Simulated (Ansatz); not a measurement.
The starting structures come from a database of crystals and need not be the phases stable at ambient conditions.

By PBEsol, the system below comes out a metal.

Without scattering a metal conducts by its projected Fermi surface.

Data:

```xyz
1
Lattice="3.0705 0.0000 0.0000 -1.0235 2.8949 0.0000 1.0235 1.4475 2.5071" Properties=species:S:1:pos:R:3 pbc="T T T"
Mg     0.0000     0.0000     0.0000
```

The cell is taken as given.

The current flows along the normal of the first two printed cell vectors, the (110) plane of the conventional cell. No spin-orbit coupling; the value is a mean over 0.1 eV about the Fermi level.

Give the ballistic conductance per area that PBEsol in Ansatz (an electronic-structure program) yields.

0.88 × 10¹⁵ S/m² for both spins.
